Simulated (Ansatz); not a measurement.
The parent structure is InSb in the zinc blende structure (space group F-43m, No. 216; a = 6.5559 Å). Axes: x, y, z lie along the cube axes.

Modification: compressive biaxial strain of 1.22 % in the plane normal to [111], as in epitaxy on a mismatched substrate; the out-of-plane cell vector and the atoms relax.

Levels (all Ansatz, an electronic-structure program, PAW): r2SCAN (500 eV, no spin-orbit coupling); HSE06 (420 eV, scalar-relativistic without spin-orbit coupling).

The geometry is relaxed with r2SCAN.

| Property | Value |
|---|---|
| r2SCAN lowest conduction level above the VBM at special points | Γ 0.08 eV; L 0.70 eV; T 0.93 eV |

Problem. Predict the lowest conduction level above the VBM at special points from HSE06.

Solution. The lowest conduction level above the VBM at special points becomes Γ 0.32 eV; L 0.98 eV; T 1.20 eV (r2SCAN: Γ 0.08 eV; L 0.70 eV; T 0.93 eV).

Single points use the geometry relaxed with r2SCAN. The levels and masses belong to the bands next to the band gap. Stability against distortions was not tested. All final runs are without spin polarisation. k-point labels follow each cell's own Brillouin zone.
